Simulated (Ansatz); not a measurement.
The parent structure is SiS$_{2}$ (space group Ibam, No. 72; made of chains).

```
CELL_PARAMETERS angstrom
     -2.90154     4.94591     2.77276
      2.90154    -4.94591     2.77276
      2.90154     4.94591    -2.77276
ATOMIC_POSITIONS crystal
  S  0.88521 0.80033 0.68554
  S  0.38521 0.69967 0.08488
  S  0.61479 0.30033 0.91512
  S  0.11479 0.19967 0.31446
  Si 0.75000 0.75000 0.00000
  Si 0.25000 0.25000 0.00000
```

Method: r2SCAN in Ansatz (plane waves to 500 eV, PAW, spin-orbit coupling left out).

Before the change:

| Quantity | Result |
|---|---|
| Smallest direct gap | 3.61 eV |
| Band gap | 3.31 eV |
| Volume per atom | 26.53 Å³ |
| Gap character | indirect, Σ₀–Γ (22 % along) → k = (3/8, 3/8, -3/8) in the run's primitive reciprocal basis |

It is then changed as follows: every Si is replaced by C, then cell and atoms are relaxed.

Tabulated Pauling electronegativity and covalent radius: Si 1.90, 1.11 Å; C 2.55, 0.76 Å.

What happens to the smallest direct gap?

The smallest direct gap falls by 1.951 eV, from 3.61 eV to 1.65 eV.

What happens to the band gap?

The band gap decreases by 1.68 eV to 1.63 eV.

What happens to the volume per atom?

The volume per atom falls by 6.203 Å³, from 26.53 Å³ to 20.32 Å³.

How does this affect the gap character?

The gap character becomes indirect, Σ₀ → X (base: indirect, Σ₀–Γ (22 % along) → k = (3/8, 3/8, -3/8) in the run's primitive reciprocal basis).

Stability against distortions was not tested. As relaxed here, CS2 is a hypothetical phase, not in the database extracts checked. No dispersion term is included, though the crystal is made of layers, chains or molecules, so its spacings can come out too wide.

Ansatz is an electronic-structure program.
